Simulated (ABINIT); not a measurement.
ABINIT 10.0.3, DFT, PBE, plane waves, JTH v2.0 PBE PAW: wurtzite ZnO (Zn4O4), 8 atoms. Basis and mesh were picked for this test and aren't claimed converged.

| Item | Result |
|---|---|
| cell | 6.50, 3.25, 5.21 Å; 90, 90, 120° |
| task | scf |
| ecut | 22 Ha |
| pawecutdg | 44 Ha |
| nband | 40 |
| k mesh (ngkpt) | 6×6×6 |
| shiftk | 0×0×0 |
| nstep | 100 |
| tolvrs | 1e-09 |
| occopt | 7 |
| tsmear | 0.002 Ha |
| diemac | 12 |
| prtwf | 0 |
| prtden | 0 |
| paral_kgb | 1 |
| ranks over bands (npband) | 1 |
| ranks over FFT planes (npfft) | 1 |
| bands a rank in one block (bandpp) | 40 |
| wfoptalg | 114 |
| nline | 4 (default) |
| iscf | 17 (default) |
| npulayit | 7 (default) |
| diemix | 0.7 (default) |
| dielng | 1.07748 (default) |
| kptopt | 1 (default) |
| k-points after symmetry | 64 |
| bands | 40 |
| symmetry operations | 8 |

It runs on a single node (Intel Xeon 6 (Granite Rapids), 96 cores on 1 socket, 2 hardware threads a core, 3 L3 cache groups, 3 NUMA nodes).

Each time is the median wall time of two to five repeats, run one at a time on the otherwise empty machine; start-up is included. Unless noted, each process is bound to its own block of adjacent cores. Build: conda-forge: MPICH, OpenBLAS, FFTW3, no OpenMP, no ScaLAPACK. Other compilers and libraries give other times. Scratch files lie in a memory file system.

Ways to run it:
- 8 ranks × 4 threads, np_spkpt = 8
- 16 ranks × 2 threads, np_spkpt = 16
- 4 ranks × 8 threads, np_spkpt = 4
- 32 ranks, np_spkpt = 32

Which of these needs the most memory in all, and which the least?

Most: 32 ranks, np_spkpt = 32, 3.1 GiB; least: 4 ranks × 8 threads, np_spkpt = 4, 0.67 GiB (peak over all processes with shared segments and scratch files, sampled up to once a second, or the high-water mark of the largest process where that is more).

| way | memory in all | wall time |
|---|---|---|
| 4 ranks × 8 threads, np_spkpt = 4 | 0.67 GiB | 72 s |
| 8 ranks × 4 threads, np_spkpt = 8 | 1.0 GiB | 39 s |
| 16 ranks × 2 threads, np_spkpt = 16 | 1.8 GiB | 24 s |
| 32 ranks, np_spkpt = 32 | 3.1 GiB | 16 s |
